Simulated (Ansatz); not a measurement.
The structure below was relaxed with r2SCAN, PAW, 500 eV (Ansatz, a program for electronic structure; scalar-relativistic without spin-orbit coupling), at pressure 60 GPa.

```yaml
crystal:
  lattice:
    - [0.00000, 2.14821, 2.14821]
    - [2.14821, 0.00000, 2.14821]
    - [2.14821, 2.14821, 0.00000]
  atoms:
    - { symbol: Pb, position: [0.00000, 0.00000, 0.00000] }
```

Question: Find the space group and the Wyckoff positions.

Answer: Space group Fm-3m (No. 225); a = b = c = 4.296 Å, α = β = γ = 90.00°

```
atom  site  symmetry       x       y       z
----  ----  --------  ------  ------  ------
Pb      4a      m-3m  0.0000  0.0000  0.0000
```

Question: Describe the coordination.

Answer: The crystal has 4 atoms in its conventional cell. Conventional cell: a = b = c = 4.2964 Å, α = β = γ = 90.00°. Pb has 12 Pb at 3.038 Å (cuboctahedral). (Neighbours: up to the widest gap in distance over summed covalent radii, below 1.35, at either atom.)

Load acts through the strain it causes; cell and atoms are relaxed under it. Stability against distortions was not tested. Measured, Pb leaves this structure (for hcp) near 14 GPa (room temperature; as listed in arXiv:1906.07825). The cell was made from Pb in the fcc (Cu type) structure (space group Fm-3m, No. 225) by this change: pressure 60 GPa.
